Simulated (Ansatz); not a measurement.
CaZrN₂ (model structure, started from the MgZrN2 type, I4₁/amd, No. 141, 8 atoms in the cell), treated with PBEsol (plane waves, PAW; Ansatz, a program for electronic structure).

Settings: plane-wave cutoff 520 eV, 16×16×16 k mesh, Fermi–Dirac smearing 0.05 eV, scalar-relativistic PAW data made under PBE.

Cell (relaxed at this level):

```cif
data_Ca2N4Zr2
_chemical_formula_sum 'Ca2 Zr2 N4'
_space_group_name_H-M_alt 'P 1'
_space_group_IT_number 1
_cell_length_a 5.77869
_cell_length_b 5.77869
_cell_length_c 5.77869
_cell_angle_alpha 132.517
_cell_angle_beta 132.517
_cell_angle_gamma 69.413
loop_
_space_group_symop_operation_xyz
  'x, y, z'
loop_
_atom_site_label
_atom_site_type_symbol
_atom_site_fract_x
_atom_site_fract_y
_atom_site_fract_z
_atom_site_occupancy
Ca1 Ca 0.50000 0.50000 0.00000 1
Ca2 Ca 0.25000 0.75000 0.50000 1
Zr1 Zr 0.75000 0.25000 0.50000 1
Zr2 Zr 0.00000 0.00000 0.00000 1
N1 N 0.51867 0.01867 0.50000 1
N2 N 0.76867 0.76867 0.00000 1
N3 N 0.23133 0.23133 0.00000 1
N4 N 0.98133 0.48133 0.50000 1
```

Q: Estimate the bulk modulus B0 that the calculation returns.

A: 
- bulk modulus B0: 177 GPa

The run finds no gap.

Note: the bulk modulus is −V dP/dV from two relaxed cells at ±2 % in volume; the relaxation could raise the start's symmetry but not lower it, so the cell can be a saddle point.

Computed values are for the static lattice.

It cost roughly 7 core-minutes of CPU time.

A model structure was made by putting elements into a prototype or built by hand; it is no filed structure, need not be a known phase, and can be a saddle point held by its symmetry.
